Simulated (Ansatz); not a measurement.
Base system: Al₂O₃ in the corundum structure (space group R-3c, No. 167; a = 4.7292 Å, c = 12.8916 Å (hexagonal axes)). Axes: x lies along a and z along c of the hexagonal cell.

Method: LDA/PAW in Ansatz (an electronic-structure program), no spin-orbit coupling.

Now apply this change: the cell is compressed by 1.50 % along x with no lateral relaxation; the atoms relax in the strained cell.

Question: Predict the stress tensor and what it implies for the stiffness.

Answer: Stress of the strained cell less that of the base (GPa, compression positive):
```
   7.65    0.00    0.00
   0.00    2.62    0.29
   0.00    0.29    2.02
```

Then −Δσ_ii/ε with ε = -0.0150 gives secant stiffness values (nonlinear terms included at this strain): C11 ≈ 510 GPa, C12 ≈ 175 GPa and C13 ≈ 134 GPa.

Stability against distortions was not tested.
